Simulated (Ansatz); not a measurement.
Consider WTe₂ (space group P4_2/mnm, No. 136; a = 6.5963 Å, c = 3.5772 Å; a hypothetical phase, not in the database extracts checked).

Perturbation: every lattice vector is stretched by 3.43 %, atoms relaxed at fixed cell.

Levels (all Ansatz, a program for electronic structure, PAW): PBEsol (420 eV, no spin-orbit coupling); PBEsol+SOC (420 eV, spin-orbit coupling included).

The geometry is relaxed with PBEsol.

- PBEsol pressure = -7.7 GPa

With PBEsol+SOC at the same geometry, the pressure rises by 0.33 GPa (-7.7 GPa → -7.3 GPa).

Single points use the geometry relaxed with PBEsol. Differences between runs with and without spin-orbit coupling are approximate. The cells carry an imposed strain or load. Whether these cells are dynamically stable was not tested. The runs without spin-orbit coupling are not spin-polarised. WTe2 has a high density of states at the Fermi level and may be magnetic at this level.
